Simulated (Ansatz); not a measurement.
SiC₃ (model structure, P-4m2, No. 115, 4 atoms in the cell) was calculated with G0W0@PBEsol (plane waves, hard PAW, contour deformation; Ansatz, a program for electronic structure).

The cell is the one relaxed with PBEsol. Conventional cell: a = 2.7839 Å, b = 2.7839 Å, c = 4.0949 Å, α = 90.00°, β = 90.00°, γ = 90.00°.

The quasiparticle gap at Γ at a fixed k mesh 4×4×4:

```
response cutoff          value (eV)
-----------------------  ----------
150 eV, 243 empty bands       2.670
200 eV, 374 empty bands       2.729
250 eV, 523 empty bands       2.759
300 eV, 688 empty bands       2.776
```

### Question
Taking the value to converge with the response cutoff E as E^(−3/2), extrapolate from the last two rows.

### Answer
With y = y∞ + c/w and weights w = 3953 and 5196 for the last two rows, y∞ = (w2 y2 − w1 y1)/(w2 − w1) = (5196 × 2.776 − 3953 × 2.759)/1243 = 2.830 eV, which lies 0.054 beyond the last row. Successive pairs of rows give 2.838, 2.834, 2.830. The limit also hangs on the law assumed, so its last digits aren't firm.

The other settings are not extrapolated, so this is the limit in one setting alone.

At the last cutoff the smallest gap on this mesh is 2.50 eV, with an edge away from Γ.

A model structure was made by putting elements into a prototype or built by hand; it is no filed structure, need not be a known phase, and can be a saddle point held by its symmetry.
